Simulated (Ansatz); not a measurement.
Take BP in the zinc blende structure (space group F-43m, No. 216; a = 4.5202 Å) as the base. Axes: x, y, z lie along the cube axes.

Method: PBEsol (Ansatz, a first-principles code; PAW; 420 eV plane waves; no spin-orbit coupling).

Modification: a pure shear with ε_xy = ε_yx = 0.0086, atoms relaxed at fixed cell.

Task: Predict the stress tensor and what it implies for the stiffness.

Result: Stress of the strained cell less that of the base (GPa, compression positive):
```
   0.06   -3.23    0.00
  -3.23    0.06    0.00
   0.00    0.00   -0.01
```

Then −Δσ/γ with γ = 2ε = 0.0172 gives relaxed-ion elastic constants: C66 ≈ 188 GPa.

Whether these cells are dynamically stable was not tested.
